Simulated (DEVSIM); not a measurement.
Structure: abrupt GaAs n-p junction, at 400 K.

Layer 1 from the left is GaAs, thickness (μm) 0.710, Nd (cm⁻³) 4.3e16, τn (s) 3.1e-9, τp (s) 3.1e-9. Layer 2 from the left is GaAs, thickness (μm) 0.970, Na (cm⁻³) 2e16, τn (s) 3.1e-9, τp (s) 3.1e-9.

Left contact: ohmic. Right contact: ohmic. Voltage is applied to the left contact. Recombination: SRH at mid-gap, Auger. Mobility is constant in doping.

The device is made up for the run: typed textbook-type constants, with dimensions and the other settings drawn at random. Values at 300 K; Nc and Nv go as T^1.5, mobilities as T to minus their exponent, the gap by Varshni's rule with the affinity fixed.

GaAs: gap (eV) 1.424, affinity (eV) 4.07, permittivity 12.9, Nc (cm⁻³) 4.7e17, Nv (cm⁻³) 9e18, μn (cm²/Vs) 8500, μp (cm²/Vs) 400, T exponent of μn 2.1, T exponent of μp 2.2, Cn (cm⁶/s) 1e-30, Cp (cm⁶/s) 1e-30, Varshni α (eV/K) 0.000541, Varshni β (K) 204.

Question: Estimate by hand the built-in potential, the peak field at zero bias, the capacitance at 3 V, and compare with a numerical solution.

Answer: 
- Built-in potential: ni = √(Nc Nv) exp(−Eg/2kT) = 6.67e9 cm⁻³ with Eg = 1.377 eV; Vbi = kT/q ln(Na Nd/ni²) = 1.055 V; numerical 1.055 V.
- Peak field at zero bias: depletion approximation: W = √(2εVbi/(qN)) = 0.332 μm with N = 1.37e16 cm⁻³; field = 2Vbi/W = 63500 V/cm; numerical 61400 V/cm (estimate above by 3.4 %).
- Capacitance at 3 V: C = √(qεN / 2(Vbi + |V|)) = 17.6 nF/cm²; numerical 17.7 nF/cm² (estimate below by 0.86 %).

DEVSIM, 1D drift-diffusion, Boltzmann statistics, complete ionisation; no tunnelling, impact ionisation, image-force lowering or self-heating.
